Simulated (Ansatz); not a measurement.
**AlN: alloy series**

The parent structure is AlN in the zinc blende structure (space group F-43m, No. 216; a = 4.378 Å).

The other end (x = 1) is GaN in the zinc blende structure (space group F-43m, No. 216): 11.38 Å³/atom, gap 1.70 eV; this end may not be an ambient phase.

Ga replaces a fraction x of Al; each row is one arrangement (x, atoms in the cell, starting space group or random), fully relaxed.

Level of theory: PBEsol (Ansatz, an electronic-structure program), scalar-relativistic without spin-orbit coupling.

| Ga fraction x | volume per atom (Å³/atom) |
|---|---|
| 0 | 10.487 |
| 0.25 (R3m, 8 atoms) | 10.708 |
| 0.333 (Imm2, 6 atoms) | ? |
| 0.5 (Cm, 8 atoms) | 10.920 |
| 1 | 11.376 |

Fit V(x) = (1 − x) V(0) + x V(1) − b x(1 − x) with the ends held (b = 0 is Vegard's rule) to the rows shown and predict the withheld row.

Least squares on the printed values gives b = 0.03 Å³/atom, against 10.783 Å³/atom from the straight line alone (largest residual 0.005 Å³/atom); this predicts 10.776 Å³/atom, and the run gives 10.773 Å³/atom, 0.003 lower.

Each cell is one ordered arrangement of few atoms, which overstates ordering effects compared with a random alloy. Whether these cells are dynamically stable was not tested. This is not the structure that AlN has at room temperature and ambient pressure. This is not the structure that GaN has at room temperature and ambient pressure.
